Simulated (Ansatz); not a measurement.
The reference is CdSiP$_{2}$ in the chalcopyrite structure (space group I-42d, No. 122).

```yaml
crystal:
  lattice:
    - [-2.82205, 2.82205, 5.24998]
    - [2.82205, -2.82205, 5.24998]
    - [2.82205, 2.82205, -5.24998]
  atoms:
    - { symbol: Cd, position: [0.75000, 0.25000, 0.50000] }
    - { symbol: Cd, position: [0.00000, 0.00000, 0.00000] }
    - { symbol: Si, position: [0.25000, 0.75000, 0.50000] }
    - { symbol: Si, position: [0.50000, 0.50000, 0.00000] }
    - { symbol: P, position: [0.16768, 0.12500, 0.54268] }
    - { symbol: P, position: [0.58232, 0.62500, 0.45732] }
    - { symbol: P, position: [0.37500, 0.83232, 0.95732] }
    - { symbol: P, position: [0.87500, 0.41768, 0.04268] }
```

Cartesian axes are those of the cell as printed.

Calculations: plane-wave PAW DFT at the PBEsol level (Ansatz, a first-principles code, 420 eV), scalar-relativistic without spin-orbit coupling.

Before the change:

| Quantity | Result |
|---|---|
| Valence-band top at Γ | 0.00, -0.25, -0.25 eV |
| Electron mass | 0.72 mₑ along c, 0.27 mₑ across (at Γ) |
| Shortest interatomic distance | 2.255 Å |

It is then changed as follows: a pure shear with ε_yz = ε_zy = -0.0213, atoms relaxed at fixed cell.

What happens to the valence-band top at Γ?

The valence-band top at Γ (three highest levels, from the VBM) changes from 0.00, -0.25, -0.25 eV to 0.00, -0.35, -0.42 eV.

Predict the new electron mass.

The electron mass changes from 0.72 mₑ along c, 0.27 mₑ across (at Γ) to 0.71 mₑ along z, 0.27 mₑ across (at Γ).

Predict the new shortest interatomic distance.

The shortest interatomic distance falls by 0.0123 Å to 2.242 Å.

The levels and masses belong to the bands next to the band gap. The cells carry an imposed strain or load. Masses are band curvatures over ±0.01 Å⁻¹ around the edge. Whether these cells are dynamically stable was not tested.
